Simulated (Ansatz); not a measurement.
WO3 (Pbcn, No. 60, 32 atoms in the cell; start mp-2383161; a measured phase of this formula has another space group) was calculated with LDA (Ansatz, a program for electronic structure, plane waves, PAW).

Run with plane-wave cutoff 520 eV, 6×6×6 k mesh, Fermi–Dirac smearing 0.01 eV, no spin polarisation, scalar-relativistic PAW data made under PBE.

Cell (relaxed with PBEsol):

```
CELL_PARAMETERS angstrom
      7.58220     0.00000     0.00000
      0.00000     7.68971     0.00000
      0.00000     0.00000     7.50891
ATOMIC_POSITIONS crystal
  W  0.72827 0.27501 0.48713
  W  0.27173 0.72499 0.51287
  W  0.77173 0.22499 0.98713
  W  0.22827 0.77501 0.01287
  W  0.22827 0.22499 0.51287
  W  0.77173 0.77501 0.48713
  W  0.27173 0.27501 0.01287
  W  0.72827 0.72499 0.98713
  O  0.99566 0.24144 0.47004
  O  0.00434 0.75856 0.52996
  O  0.50434 0.25856 0.97004
  O  0.49566 0.74144 0.02996
  O  0.49566 0.25856 0.52996
  O  0.50434 0.74144 0.47004
  O  0.00434 0.24144 0.02996
  O  0.99566 0.75856 0.97004
  O  0.71902 0.25231 0.24593
  O  0.28098 0.74769 0.75407
  O  0.78098 0.24769 0.74593
  O  0.21902 0.75231 0.25407
  O  0.21902 0.24769 0.75407
  O  0.78098 0.75231 0.24593
  O  0.28098 0.25231 0.25407
  O  0.71902 0.74769 0.74593
  O  0.24455 0.49476 0.50216
  O  0.75545 0.50524 0.49784
  O  0.25545 0.00524 0.00216
  O  0.74455 0.99476 0.99784
  O  0.74455 0.00524 0.49784
  O  0.25545 0.99476 0.50216
  O  0.75545 0.49476 0.99784
  O  0.24455 0.50524 0.00216
```

Task: What does this level give for the band gap?

Result: 
- band gap = 1.35 eV

Note: cell and atoms aren't relaxed at this level (pressure -4.6 GPa).

Spin–orbit coupling is not included.

The result took roughly 15 core-minutes.

A start named mp-… is a Materials Project structure, which need not be a measured phase.
